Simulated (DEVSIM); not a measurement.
Device: TaN/SiO2/p-GaSb capacitor, at 300 K.

```
layer (left to right)  material  thickness (nm)  Na (cm⁻³)
---------------------  --------  --------------  ---------
1                          SiO2            6.40          -
2                          GaSb           18000     1.1e15
```

Metal gate on the left, work function 4.4 eV. Fixed charge at the semiconductor interface 2.3e11 cm⁻² (in units of +e); no interface traps.

Constants are typed, rounded textbook-type inputs, not results; the design itself was drawn at random and stands for no fabricated device. Values at 300 K; Nc and Nv go as T^1.5, mobilities as T to minus their exponent, the gap by Varshni's rule with the affinity fixed.

```
parameter         SiO2     GaSb
----------------  ----  -------
gap (eV)             9    0.726
affinity (eV)      0.9     4.06
permittivity       3.9     15.7
Nc (cm⁻³)            -   2.1e17
Nv (cm⁻³)            -   1.8e19
Varshni α (eV/K)     -  0.00042
Varshni β (K)        -      140
```

Simulated with DEVSIM: 1D Poisson equation in equilibrium, Boltzmann statistics, complete ionisation; no quantum confinement or tunnelling. Metal contacts follow the ideal Schottky-Mott rule: no Fermi-level pinning, no interface dipoles.

Base results: minimum of the low-frequency capacitance (μF/cm²) 0.0231; threshold voltage (band bending 2φF) (V) 0.16; flat-band voltage (V) -0.20.

Task: What follows from this one change: gate work function 4.4 → 4.7 eV?

Result: minimum of the low-frequency capacitance little changed (0.0231 μF/cm²); threshold voltage (band bending 2φF) 0.16 → 0.46 V; flat-band voltage -0.20 → 0.10 V.

Task: What follows from this one change: substrate doping 1.1e+15 → 2.2e+15 cm^-3?

Result: minimum of the low-frequency capacitance 0.0231 → 0.0298 μF/cm²; threshold voltage (band bending 2φF) 0.16 → 0.19 V; flat-band voltage -0.20 → -0.22 V.

Task: What follows from this one change: temperature 300 → 400 K?

Result: minimum of the low-frequency capacitance 0.0231 → 0.0454 μF/cm²; threshold voltage (band bending 2φF) 0.16 → 0.09 V; flat-band voltage -0.20 → -0.07 V.

Task: What follows from this one change: fixed charge 2.3e+11 → -1.6e+11 cm^-2?

Result: minimum of the low-frequency capacitance little changed (0.0228 μF/cm²); threshold voltage (band bending 2φF) 0.16 → 0.28 V; flat-band voltage -0.20 → -0.09 V.
